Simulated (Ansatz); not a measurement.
**Ti2O3 (P2₁/m, No. 11, 10 atoms in the cell; start mp-1101295; a measured phase of this formula has another space group): smallest direct gap on the k points sampled by level of theory**

No measured value is used here.

```
level (code)     value (eV)
---------------  ----------
LDA (Ansatz)           0.22
PBEsol (Ansatz)        0.24
r²SCAN (Ansatz)        0.36
```

At these levels the smallest gap is indirect and lower: LDA 0.05, PBEsol 0.07, r²SCAN 0.19 eV. Computed values are for a static lattice. The crystal itself was run without spin with LDA, PBEsol, r²SCAN; a magnetic state was not tried in these runs. Values are at the PBEsol cell. Cutoffs differ between the levels. Ansatz's density-functional and Hartree–Fock values are scalar-relativistic unless marked +SOC, with PAW data made under PBE.

A start named mp-… is a Materials Project structure, which need not be a measured phase.

Ansatz is an electronic-structure program.
